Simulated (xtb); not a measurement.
xtb 6.7.1, GFN2-xTB: W(Cl)5(OH) ([OH][W]([Cl])([Cl])([Cl])([Cl])[Cl]), 8 atoms. The geometry is a generated start, not checked to be a minimum at this level.

```
Quantity                   Value
-----------------  -------------
run flags                 --grad
method                  GFN2-xTB
--acc                1 (default)
--etemp (K)        300 (default)
basis functions               65
valence electrons             48
```

```xyz
8

W     -0.1343     0.1939    -0.1730
Cl    -1.2321     1.5890    -1.4676
Cl     1.0976     1.9591     0.6967
Cl     1.4530    -0.0994    -1.8355
Cl    -1.7257     0.4912     1.4883
Cl    -1.3789    -1.5677    -1.0404
O      0.7421    -0.9576     0.8826
H      1.1784    -1.6084     1.4489
```

Charge 0 and multiplicity 1 are set for this test and not shown to be the ground state.

One run each on 1 thread. Values of broydamp tried: 0.02, 0.05, 0.1, 0.2, 0.4 (default), 0.6, 0.8, 1.

Question: Which value of broydamp needs the fewest SCC iterations, and what happens away from it?

Answer: Fewest SCC iterations, within one of each other: 0.6 with 23, 0.8 with 22. The count rises to 39 at 0.02. All converge to one solution.

| broydamp | SCC iterations | end |
|---|---|---|
| 0.02 | 39 | same solution |
| 0.05 | 31 | same solution |
| 0.1 | 25 | same solution |
| 0.2 | 26 | same solution |
| 0.4 (default) | 24 | same solution |
| 0.6 | 23 | same solution |
| 0.8 | 22 | same solution |
| 1 | 24 | same solution |
